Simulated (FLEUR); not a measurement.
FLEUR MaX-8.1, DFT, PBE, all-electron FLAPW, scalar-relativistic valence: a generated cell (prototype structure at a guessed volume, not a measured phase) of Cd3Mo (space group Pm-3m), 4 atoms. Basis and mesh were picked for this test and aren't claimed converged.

```
Item                                              Result
-----------------------  -------------------------------
cell                     4.24, 4.24, 4.24 Å; 90, 90, 90°
task                                        ground state
k mesh                                             7×7×7
jspins                                                 1
itmax                                                100
minDistance                             0.0001 me/bohr^3
fermiSmearingEnergy                        0.004 Hartree
k-points after symmetry                               20
basis functions                                      437
bands                                                 52
symmetry operations                                   48
Kmax (1/bohr)                                        3.6
```

One run each.

All on 4 ranks. Base settings, kept where nothing else is said: imix = Anderson (default), alpha = 0.05 (default), maxIterBroyd = 15 (default), precondParam = 0 (default). The settings tried:
- maxIterBroyd = 30
- alpha = 0.2
- imix = aPulay
- imix = Pulay
- alpha = 0.3
- precondParam = 0.3
- maxIterBroyd = 6
- alpha = 0.01
- imix = pPulay
- precondParam = 0.7
- maxIterBroyd = 3
- precondParam = 1.5
- alpha = 0.5
- maxIterBroyd = 99
- imix = rPulay
- alpha = 0.02
- precondParam = 1.0
- imix = straight, alpha = 0.2
- alpha = 0.1
- the base settings
- precondParam = 0.5

Task: Predict which of these converge in the fewest iterations.

Result: Fewest iterations, with those close behind: alpha = 0.5 (11); alpha = 0.3 (12); alpha = 0.2 (13); alpha = 0.1 (14). Most among those that reach the base run's result: imix = straight, alpha = 0.2 (51); maxIterBroyd = 3 (47). All converged.

| setting | iterations | end |
|---|---|---|
| alpha = 0.5 | 11 | converged |
| alpha = 0.3 | 12 | converged |
| alpha = 0.2 | 13 | converged |
| alpha = 0.1 | 14 | converged |
| the base settings | 15 | converged |
| imix = Pulay | 15 | converged |
| imix = rPulay | 15 | converged |
| maxIterBroyd = 30 | 15 | converged |
| maxIterBroyd = 99 | 15 | converged |
| precondParam = 0.3 | 15 | converged |
| precondParam = 0.5 | 15 | converged |
| precondParam = 0.7 | 15 | converged |
| precondParam = 1.0 | 17 | converged |
| alpha = 0.01 | 19 | converged |
| alpha = 0.02 | 19 | converged |
| maxIterBroyd = 6 | 20 | converged |
| precondParam = 1.5 | 21 | converged |
| imix = aPulay | 30 | converged |
| imix = pPulay | 43 | converged |
| maxIterBroyd = 3 | 47 | converged |
| imix = straight, alpha = 0.2 | 51 | converged |
